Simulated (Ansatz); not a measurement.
Base system: LaBr3 in the ReO3 type structure (space group Pm-3m, No. 221; a = 5.885 Å; a hypothetical phase, not in the database extracts checked).

(Cell as relaxed with PBE.)

Levels (all Ansatz, a program for electronic structure, PAW): PBE (420 eV, spin-orbit coupling left out); PBEsol (420 eV, spin-orbit coupling left out).

Each level relaxes its own structure.

| quantity | PBE | PBEsol |
|---|---|---|
| volume per atom | 50.96 Å³ | ___ |
| lattice parameter a | 5.885 Å | ___ |
| band gap | 3.38 eV | ___ |
| gap character | direct at R | ___ |

Task: Given the PBE results, estimate those of PBEsol.

Result: 
- volume per atom, PBEsol: 48.85 Å³
- lattice parameter a, PBEsol: 5.803 Å
- band gap, PBEsol: 3.52 eV
- gap character, PBEsol: indirect, R → Γ

PBE's volume per atom lies 2.11 Å³ above PBEsol's (4.3 %); PBE's lattice parameter a lies 0.082 Å above PBEsol's (1.4 %); PBE's band gap lies 0.135 eV below PBEsol's; they disagree on the gap character. Neither level is exact; PBEsol is the comparison here, not a measurement.

Stability against distortions was not tested.
